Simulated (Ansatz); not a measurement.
The parent structure is Cs (space group I4_1/amd, No. 141; a = 5.023 Å, c = 18.197 Å; a cell from a computed database, its experimental status unchecked; relaxed with 0.1 eV smearing). Axes: x, y, z lie along a, b, c of the conventional cell.

Calculations: DFT with PBEsol, PAW potentials and a 420 eV plane-wave cutoff in Ansatz (an electronic-structure program), no spin-orbit coupling.

Base values:

```
Property    Value
--------  -------
Pressure  0.0 GPa
```

It is then changed as follows: the cell is compressed by 1.30 % along z with no lateral relaxation; the atoms relax in the strained cell.

### Question
How does this affect the energy relative to the base and pressure?

### Answer
The energy rises by 0.3 meV/atom; the pressure (mean of the normal stresses, compression positive) is still 0.0 GPa.

No phonon test of stability was made. This is not the structure that Cs has at room temperature and ambient pressure.
